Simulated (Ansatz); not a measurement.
Start from GaN in the zinc blende structure (space group F-43m, No. 216; a = 4.455 Å).

Computed with LDA (Ansatz, a program for electronic structure), no spin-orbit coupling.

Base values:

| Quantity | Result |
|---|---|
| Valley order | Γ 1.96 eV; X along ⟨100⟩ 3.27 eV |
| Width of the top valence band | 3.86 eV |

Now apply this change: an isotropic linear strain of −0.50 %; the atoms relax in the strained cell.

Q: What happens to the valley order?

A: The valley order (the lowest conduction-band minima on the path, energy above the VBM, named in the base's zone) goes from Γ 1.96 eV; X along ⟨100⟩ 3.27 eV to Γ 2.05 eV; X along ⟨100⟩ 3.27 eV.

Q: What happens to the energy relative to the base?

A: The energy rises by 1.6 meV/atom.

Q: What happens to the width of the top valence band?

A: The width of the top valence band goes up by 0.08 eV, from 3.86 eV to 3.94 eV.

The levels and masses belong to the bands next to the band gap. Whether these cells are dynamically stable was not tested. This is not the structure that GaN has at room temperature and ambient pressure.
